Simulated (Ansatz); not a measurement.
How the bulk modulus B0 of CsCl-type NiTi (cubic form, which distorts at low temperature) moves with the method

No measured value is used here.

```tsv
level (code)	value (GPa)	cell (Å³/atom)
LDA (Ansatz)	190	12.68
BLYP (Ansatz)	145	14.12
PBEsol (Ansatz)	176	13.10
PBEsol-D3(BJ) (Ansatz)	191	12.62
r²SCAN (Ansatz)	173	13.34
```

Spin-polarised start: BLYP, LDA, PBEsol, PBEsol-D3(BJ), r²SCAN. LDA, BLYP, PBEsol, PBEsol-D3(BJ), r²SCAN: the starting moments vanished in the run, and other orders were not tried. LDA, BLYP, PBEsol, PBEsol-D3(BJ), r²SCAN: symmetry holds this phase in the static calculation, where it need not be a minimum. LDA, BLYP, PBEsol, PBEsol-D3(BJ), r²SCAN: the relaxation could not lower the start's symmetry, so the cell can be a saddle point above a distorted one. Each level is taken at its own relaxed cell. Cutoffs differ between the levels. Ansatz's density-functional and Hartree–Fock values are scalar-relativistic unless marked +SOC, with PAW data made under PBE.

Ansatz is a first-principles code.
